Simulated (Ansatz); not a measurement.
The starting structures come from a database of crystals and need not be the phases stable at ambient conditions.

By PBEsol, the system below comes out a metal.

Input:

```yaml
crystal:
  lattice:
    - [8.07734, 0.00000, 0.00000]
    - [-4.03867, 6.99518, 0.00000]
    - [4.03867, 2.33173, 3.29756]
  atoms:
    - { symbol: Na, position: [0.00000, 0.50000, 0.50000] }
    - { symbol: Na, position: [0.00000, 0.00000, 0.00000] }
    - { symbol: Pt, position: [0.25000, 0.00000, 0.25000] }
    - { symbol: Pt, position: [0.75000, 0.00000, 0.75000] }
    - { symbol: Pt, position: [0.25000, 0.75000, 0.75000] }
    - { symbol: Pt, position: [0.75000, 0.25000, 0.25000] }
    - { symbol: Pt, position: [0.50000, 0.50000, 0.75000] }
    - { symbol: Pt, position: [0.50000, 0.50000, 0.25000] }
    - { symbol: O, position: [0.00000, 0.75000, 0.25000] }
    - { symbol: O, position: [0.00000, 0.25000, 0.75000] }
    - { symbol: O, position: [0.50000, 0.75000, 0.25000] }
    - { symbol: O, position: [0.50000, 0.25000, 0.75000] }
    - { symbol: O, position: [0.00000, 0.25000, 0.25000] }
    - { symbol: O, position: [0.00000, 0.75000, 0.75000] }
    - { symbol: O, position: [0.50000, 0.25000, 0.25000] }
    - { symbol: O, position: [0.50000, 0.75000, 0.75000] }
```

The cell is taken as given; by PBEsol it stands under a pressure of -3.7 GPa.

The current flows along the normal of the first two printed cell vectors, the (111) plane of the conventional cell. No spin-orbit coupling; the value is a mean over 0.1 eV about the Fermi level.

### Question
Predict the ballistic conductance per area from PBEsol (Ansatz, an electronic-structure program).

### Answer
0.39 × 10¹⁵ S/m² for both spins.
